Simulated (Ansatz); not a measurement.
**Eu on the Al site in wurtzite AlN**

All values below come from PBE, PAW (plane waves to 420 eV; Ansatz, an electronic-structure program). A 3×2×2 supercell of 96 sites was used; the energies come from a 2×2×2 shifted sampling of its zone. Site at the start: the Al site. Energies of charged states are corrected for periodic images (point charge plus alignment at distant sites). Dielectric constants: PBE linear response of the host. Host gap at this level: 4.03 eV. These values are not converged in cell size to better than tenths of an eV. Levels are measured in PBE's own, too narrow, gap. Spin–orbit coupling is left out, and no Hubbard U is applied to the open shells. Each state is the lowest found from its start.

Formation energies E_f are given with the Fermi level at the valence-band maximum. Chemical conditions: Al-rich (Δμ(Al) = 0.00 eV, Δμ(Eu) = -1.46 eV, bounded by EuAl4 (I4/mmm); only phases computed here count, gases as isolated molecules at 0 K); N-rich (Δμ(Al) = -2.74 eV, Δμ(Eu) = -1.93 eV, bounded by EuN (Fm-3m); only phases computed here count, gases as isolated molecules at 0 K). Reference phases: Al: fcc Al, Eu: bcc Eu, ferromagnetic.

| charge | moment (μB) | largest move off a lattice site (Å) | image correction with alignment (eV) | E_f, Al-rich (eV) | E_f, N-rich (eV) |
|---|---|---|---|---|---|
| +1 | 5.0 | 0.33 | 0.50 | 4.80 | 2.53 |
| 0 | 6.0 | 0.33 | 0.00 | 4.92 | 2.65 |
| −1 | 7.0 | 0.40 | -0.08 | 7.33 | 5.07 |
| −2† | 6.0 | 0.40 | 0.14 | – | – |

† Not settled in this cell, so no level is given: charge −2: carriers not clearly localised, level within 0.1 eV of a band edge or past it.

Transition levels above the valence-band maximum: ε(+1/0) = 0.12 eV; ε(0/−1) = 2.41 eV. With a charge missing or unsettled, these needn't be thermodynamic levels.

Flagged in the runs: a doubtful potential alignment, a host whose relaxation on this sampling wasn't shown to rest, a strain field that reaches the edge of the cell.
